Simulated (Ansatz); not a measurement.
Structures of equal composition on the (111)A surface of zinc-blende GaAs (Ga plane on top): 2x2 Si adatom at H3; 2x2 Si adatom at T4. The slabs share one bottom face, and each structure is named by its start. These are constructed structures in small cells; real faces may alloy, dewet or reconstruct in larger ones, and not all known structures of the face are among them. Slabs of about 14 Å with all that they carry, Fermi-Dirac smearing of 0.025 eV. Bottom of the slabs: H caps. Relaxed from the named starts with such symmetry as they have, on meshes of like density; energies extrapolated to zero smearing; no spin-orbit coupling, no U. Spin-polarised runs, if any, are marked in brackets, and their order is one that fits the cell; the others ran without spin. Where a second, spin-polarised start was run, the lower counts.

Host crystal: zinc-blende GaAs, with a band gap (PBE, scalar-relativistic without spin-orbit coupling).

The numbers are results of PBE (plane waves to 420 eV, PAW; Ansatz, a first-principles code), not measurements.

Q: Order them by energy per 1x1 cell (lowest first) at the level PBE.

A: 2x2 Si adatom at T4 (0.000 eV [spin, 0.5 μB a cell], no gap over 0.04 eV on the mesh), 2x2 Si adatom at H3 (0.030 eV [spin, 0.6 μB a cell], no gap over 0.04 eV on the mesh)
